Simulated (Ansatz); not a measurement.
Start from W in the bcc (W type) structure (space group Im-3m, No. 229; relaxed with 0.1 eV smearing).

```xyz
1
Lattice="-1.5771 1.5771 1.5771 1.5771 -1.5771 1.5771 1.5771 1.5771 -1.5771" Properties=species:S:1:pos:R:3 pbc="T T T"
W      0.0000     0.0000     0.0000
```

Cartesian axes are those of the cell as printed.

Level of theory: PBEsol (Ansatz, an electronic-structure program; PAW; 420 eV plane waves; spin-orbit coupling left out).

Modification: every lattice vector is stretched by 1.50 %; the atoms relax in the strained cell.

### Question
Predict the stress tensor and what it implies for the stiffness.

### Answer
Stress of the strained cell less that of the base (GPa, compression positive):
```
  -13.1     0.0     0.0
    0.0   -13.1     0.0
    0.0     0.0   -13.1
```

Then B = −ΔP/(ΔV/V₀) with ΔV/V₀ = 0.0457 gives secant stiffness values (nonlinear terms included at this strain): B ≈ 288 GPa.

As a check, the harmonic strain energy −½ V₀ Δσ:ε is 29 meV/atom; the computed energy rise is 31 meV/atom.

Whether these cells are dynamically stable was not tested. All final runs are without spin polarisation.
